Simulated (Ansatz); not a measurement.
We consider CaO (P6₃/mmc, No. 194, 4 atoms in the cell; start mp-545512; a measured phase of this formula has another space group), described by LDA in Ansatz (PAW).

Run with plane-wave cutoff 520 eV, 12×12×8 k mesh (along the axes of the cell as run), Fermi–Dirac smearing 0.01 eV, scalar-relativistic PAW data made under PBE.

Cell (relaxed with PBEsol):

```
CaO
1.0
    3.95620     0.00000     0.00000
   -1.97810     3.42617     0.00000
    0.00000     0.00000     4.74324
Ca O
2 2
Direct
  0.33333   0.66667   0.75000
  0.66667   0.33333   0.25000
  0.33333   0.66667   0.25000
  0.66667   0.33333   0.75000
```

**Question.** Give the computed band gap.

**Answer.** 
- band gap: 3.10 eV (direct)

Note: cell and atoms aren't relaxed at this level (pressure -3.5 GPa).

Computed values are for the static lattice.

It cost about 16 core-seconds (a rough figure) of CPU time.

A start named mp-… is a Materials Project structure, which need not be a measured phase.

Ansatz is a quantum-chemistry and plane-wave program.
